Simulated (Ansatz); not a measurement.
**How the lattice parameter a of TiGe₂ (model structure, started from the MoSi2 type, I4/mmm, No. 139, 3 atoms in the cell) moves with the method**

No measured value is used here.

```csv
level (code),value (Å)
PBE (Ansatz),3.374
PBEsol (Ansatz),3.325
PBE-D3(BJ) (Ansatz),3.320
```

Ansatz's density-functional and Hartree–Fock values are scalar-relativistic unless marked +SOC, with PAW data made under PBE.

A model structure was made by putting elements into a prototype or built by hand; it is no filed structure, need not be a known phase, and can be a saddle point held by its symmetry.

Ansatz is a quantum-chemistry and plane-wave program.
